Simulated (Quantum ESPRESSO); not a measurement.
A working Quantum ESPRESSO input for RbBr3 (I4/mmm, 4 atoms in the cell) (DFT, PBEsol, plane waves, PseudoDojo standard norm-conserving (PBESOL) pseudopotentials):

```fortran
&CONTROL
   calculation = 'scf',
   outdir = './out',
   pseudo_dir = './',
   tprnfor = .true.,
   tstress = .true.,
/
&SYSTEM
   ibrav = 7,
   celldm(1) = 8.7153979895,
   celldm(3) = 2.850041739032,
   nat = 4,
   ntyp = 2,
   ecutwfc = 50,
   occupations = 'smearing',
   smearing = 'fd',
   degauss = 0.0036749,
/
&ELECTRONS
   conv_thr = 1e-10,
/
ATOMIC_SPECIES
Rb    85.4678  Rb.upf
Br    79.9040  Br.upf
ATOMIC_POSITIONS {crystal}
Rb    0.0000000000    0.0000000000    0.0000000000
Br   -0.5000000000    0.2500000000    0.7500000000
Br   -0.5000000000    0.7500000000    0.2500000000
Br    0.0000000000    0.5000000000    0.5000000000
K_POINTS {automatic}
7 7 7  1 1 1
```

The run converged in 16 iterations: free energy E − TS -2021.2247 eV; Fermi level (on the code's own zero) 1.77 eV; pressure -1.93 GPa. Each of these slips is then made, one at a time:

(1)
```diff
-   ecutwfc = 50,
+   ecutwfc = 15,
```

(2)
```diff
-   degauss = 0.0036749,
+   degauss = 0.2,
```

### Question
How does each altered input end?

### Answer

(1) A basis or grid far too coarse for these potentials. The run converged in 19 iterations without an error; against the sound input the free energy rises by 3.13 eV/atom and the pressure goes from -1.93 to -27.11 GPa. The full log also holds: “c_bands:  1 eigenvalues not converged”.

(2) A smearing width that is far too large. The run converged in 8 iterations without an error; against the sound input the free energy drops by 4.69 eV/atom and the pressure goes from -1.93 to 5.33 GPa. The full log also holds: “c_bands:  1 eigenvalues not converged”.

The starting cell comes from a database of computed structures (which also holds hypothetical and non-ambient phases and stackings), without a prior relaxation at this level. Its lattice was rescaled by a random factor within 2.5 % of one. The run gives no clean gap (levels at the Fermi energy touch, overlap or are partly filled at this smearing), which alone does not show that the compound is a metal.

Left out of this page: 2 runs of the series outside the window shown, repeating another row's setting, or not comparable.
